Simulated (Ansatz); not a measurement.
Defect: interstitial Cu in cuprite, charge state +1. These are PBE, PAW (plane waves to 420 eV; Ansatz, an electronic-structure program) values and carry that method's errors.

Settings: 48 host sites, the relaxed PBE lattice, one k-point at (0.250, 0.250, 0.250), smearing 0.05 eV, spin-restricted, no image-charge correction. Energies are static. PBE gaps are too small, and in this host the defect's levels may merge with the bands. The charge state is imposed; whether it is stable for some Fermi level was not computed. Sites that were not tried may lie lower.

Barriers: single points on a 2×2×2 k-point mesh shifted by half a step at the bands' geometries.

Relaxed starting cell (atoms counted from 1):

```
CELL_PARAMETERS angstrom
      8.59729     0.00000     0.00000
      0.00000     8.59729     0.00000
      0.00000     0.00000     8.59729
ATOMIC_POSITIONS crystal
  O  0.00428 0.99983 0.99895
  O  0.99865 0.00199 0.49972
  O  0.99807 0.50095 0.99704
  O  0.98951 0.50749 0.49129
  O  0.50802 0.99181 0.00976
  O  0.49726 0.00090 0.50549
  O  0.49899 0.49599 0.00036
  O  0.49617 0.50009 0.50006
  O  0.24981 0.24949 0.25284
  O  0.25780 0.24118 0.75981
  O  0.24519 0.74900 0.25123
  O  0.24978 0.74560 0.75072
  O  0.75084 0.25505 0.25198
  O  0.75182 0.24904 0.75200
  O  0.74080 0.76006 0.24280
  O  0.74943 0.74973 0.74614
  Cu 0.37223 0.12697 0.38205
  Cu 0.38368 0.11551 0.88494
  Cu 0.36790 0.62300 0.37709
  Cu 0.37319 0.61837 0.87423
  Cu 0.87589 0.13102 0.37738
  Cu 0.88076 0.12620 0.87433
  Cu 0.86551 0.63572 0.36678
  Cu 0.87491 0.62398 0.86924
  Cu 0.10824 0.38999 0.34071
  Cu 0.13820 0.36129 0.90656
  Cu 0.12000 0.87516 0.37392
  Cu 0.12896 0.87311 0.87633
  Cu 0.62343 0.37943 0.37421
  Cu 0.62485 0.37078 0.87732
  Cu 0.61936 0.88037 0.37463
  Cu 0.62856 0.87150 0.87708
  Cu 0.37591 0.37102 0.12645
  Cu 0.40696 0.36002 0.64106
  Cu 0.37579 0.87095 0.13022
  Cu 0.37527 0.87347 0.63011
  Cu 0.87240 0.37966 0.12411
  Cu 0.84142 0.38879 0.61119
  Cu 0.87318 0.87949 0.12101
  Cu 0.87274 0.87531 0.62107
  Cu 0.12845 0.12362 0.12546
  Cu 0.13965 0.08978 0.64136
  Cu 0.12038 0.62612 0.12433
  Cu 0.10922 0.65560 0.61055
  Cu 0.62953 0.12323 0.13098
  Cu 0.62412 0.12377 0.63030
  Cu 0.61997 0.62792 0.12160
  Cu 0.62300 0.62579 0.62199
  Cu 0.12461 0.37197 0.62241
```
Cell charge +1.

End state 1 differs by these moves (Å; atoms that move under 0.08 Å are left out):

```json
[
 {"atom": "4", "element": "O", "Δx": "0.15", "Δy": "-0.15", "Δz": "0.00"},
 {"atom": "5", "element": "O", "Δx": "-0.15", "Δy": "0.15", "Δz": "0.00"},
 {"atom": "9", "element": "O", "Δx": "0.08", "Δy": "-0.07", "Δz": "-0.09"},
 {"atom": "10", "element": "O", "Δx": "-0.08", "Δy": "0.08", "Δz": "-0.12"},
 {"atom": "15", "element": "O", "Δx": "0.07", "Δy": "-0.08", "Δz": "0.09"},
 {"atom": "16", "element": "O", "Δx": "-0.08", "Δy": "0.08", "Δz": "0.12"},
 {"atom": "17", "element": "Cu", "Δx": "0.06", "Δy": "-0.06", "Δz": "-0.06"},
 {"atom": "18", "element": "Cu", "Δx": "-0.11", "Δy": "0.12", "Δz": "-0.07"},
 {"atom": "20", "element": "Cu", "Δx": "-0.01", "Δy": "0.10", "Δz": "0.02"},
 {"atom": "22", "element": "Cu", "Δx": "-0.09", "Δy": "0.00", "Δz": "0.03"},
 {"atom": "23", "element": "Cu", "Δx": "0.20", "Δy": "-0.23", "Δz": "-0.22"},
 {"atom": "24", "element": "Cu", "Δx": "-0.12", "Δy": "0.13", "Δz": "0.32"},
 {"atom": "25", "element": "Cu", "Δx": "0.23", "Δy": "-0.20", "Δz": "0.22"},
 {"atom": "26", "element": "Cu", "Δx": "-0.13", "Δy": "0.12", "Δz": "-0.32"},
 {"atom": "28", "element": "Cu", "Δx": "-0.10", "Δy": "0.01", "Δz": "-0.02"},
 {"atom": "30", "element": "Cu", "Δx": "0.00", "Δy": "0.09", "Δz": "-0.03"},
 {"atom": "31", "element": "Cu", "Δx": "0.06", "Δy": "-0.06", "Δz": "0.06"},
 {"atom": "32", "element": "Cu", "Δx": "-0.12", "Δy": "0.11", "Δz": "0.07"},
 {"atom": "34", "element": "Cu", "Δx": "-0.28", "Δy": "0.12", "Δz": "-0.17"},
 {"atom": "38", "element": "Cu", "Δx": "0.26", "Δy": "2.03", "Δz": "0.10"},
 {"atom": "40", "element": "Cu", "Δx": "-0.12", "Δy": "0.28", "Δz": "0.17"},
 {"atom": "42", "element": "Cu", "Δx": "-0.13", "Δy": "0.29", "Δz": "-0.17"},
 {"atom": "44", "element": "Cu", "Δx": "0.39", "Δy": "-0.39", "Δz": "0.00"},
 {"atom": "45", "element": "Cu", "Δx": "-0.06", "Δy": "0.06", "Δz": "0.00"},
 {"atom": "48", "element": "Cu", "Δx": "-0.29", "Δy": "0.13", "Δz": "0.17"},
 {"atom": "49", "element": "Cu", "Δx": "-2.03", "Δy": "-0.26", "Δz": "-0.10"}
]
```

Question: Estimate the forward and backward barriers to end state 1 that PBE, PAW returns for this input.

Answer: forward 0.37 eV, backward 0.37 eV; at the saddle point atom 38 has neighbours Cu at 2.30, Cu at 2.32, 2 Cu at 2.58, Cu at 2.64, Cu at 2.65; 2 O at 2.12 Å. The program found a first-order saddle point.

End state 2 differs by these moves (Å; atoms that move under 0.08 Å are left out):

| atom | element | Δx | Δy | Δz |
|---|---|---|---|---|
| 2 | O | 0.05 | 0.05 | 0.05 |
| 3 | O | -0.07 | 0.03 | 0.09 |
| 4 | O | 0.02 | -0.10 | 0.01 |
| 5 | O | -0.13 | 0.12 | -0.13 |
| 7 | O | 0.06 | 0.04 | 0.06 |
| 8 | O | 0.09 | 0.04 | -0.08 |
| 10 | O | -0.07 | 0.25 | -0.08 |
| 12 | O | -0.02 | -0.09 | -0.01 |
| 13 | O | -0.02 | -0.11 | -0.02 |
| 15 | O | 0.08 | 0.00 | 0.07 |
| 18 | Cu | -0.08 | 0.23 | -0.08 |
| 20 | Cu | 0.27 | 0.43 | 0.27 |
| 23 | Cu | 0.03 | -0.09 | 0.03 |
| 25 | Cu | 0.14 | -0.14 | 0.28 |
| 26 | Cu | -0.40 | -0.22 | 0.01 |
| 28 | Cu | -0.05 | -0.09 | -0.02 |
| 32 | Cu | -0.05 | 0.08 | -0.03 |
| 34 | Cu | -0.01 | -0.21 | -0.41 |
| 35 | Cu | -0.03 | 0.08 | -0.05 |
| 36 | Cu | -0.02 | -0.10 | -0.05 |
| 38 | Cu | 0.26 | -0.13 | 0.12 |
| 42 | Cu | -0.12 | 0.45 | -0.13 |
| 44 | Cu | -0.17 | 0.11 | -0.16 |
| 45 | Cu | -0.07 | -0.01 | -0.07 |
| 47 | Cu | 0.08 | 0.00 | 0.08 |
| 49 | Cu | 1.06 | 1.12 | 1.08 |

Question: Give the forward and backward barriers to end state 2 at the level PBE, PAW.

Answer: forward 0.44 eV, backward 0.034 eV; at the saddle point atom 49 has neighbours Cu at 2.30, 2 Cu at 2.37, Cu at 2.45; O at 2.02, O at 2.20 Å. The program found a first-order saddle point.

End state 3 differs by these moves (Å; atoms that move under 0.08 Å are left out):

| atom | element | Δx | Δy | Δz |
|---|---|---|---|---|
| 2 | O | 0.01 | 0.12 | 0.01 |
| 4 | O | 0.07 | -0.23 | 0.07 |
| 5 | O | -0.09 | -0.01 | -0.10 |
| 7 | O | 0.00 | 0.11 | 0.00 |
| 9 | O | 0.07 | -0.03 | -0.09 |
| 10 | O | -0.01 | 0.12 | -0.02 |
| 12 | O | -0.06 | -0.02 | -0.06 |
| 13 | O | -0.08 | -0.04 | -0.08 |
| 14 | O | -0.09 | -0.02 | 0.06 |
| 15 | O | 0.12 | -0.13 | 0.11 |
| 18 | Cu | -0.05 | 0.09 | -0.05 |
| 20 | Cu | -0.01 | 0.08 | -0.01 |
| 21 | Cu | -0.28 | -0.41 | -0.29 |
| 23 | Cu | 0.07 | -0.23 | 0.07 |
| 25 | Cu | 0.41 | 0.22 | 0.02 |
| 26 | Cu | -0.13 | 0.13 | -0.26 |
| 27 | Cu | 0.04 | 0.12 | 0.02 |
| 31 | Cu | 0.05 | -0.08 | 0.02 |
| 34 | Cu | -0.27 | 0.14 | -0.14 |
| 38 | Cu | 0.00 | 0.23 | 0.39 |
| 39 | Cu | 0.02 | -0.08 | 0.04 |
| 40 | Cu | 0.02 | 0.12 | 0.04 |
| 42 | Cu | 0.16 | -0.06 | 0.15 |
| 44 | Cu | 0.11 | -0.40 | 0.11 |
| 45 | Cu | -0.10 | 0.00 | -0.10 |
| 49 | Cu | -1.07 | -1.06 | -1.04 |

Question: Estimate the forward and backward barriers to end state 3 that PBE, PAW returns for this input.

Answer: forward 0.44 eV, backward 0.034 eV; at the saddle point atom 49 has neighbours Cu at 2.30, 2 Cu at 2.36, Cu at 2.45; O at 2.02, O at 2.22 Å. The check of the saddle point's order was inconclusive, and it lies on a symmetry element of the cell, where a band can be held.
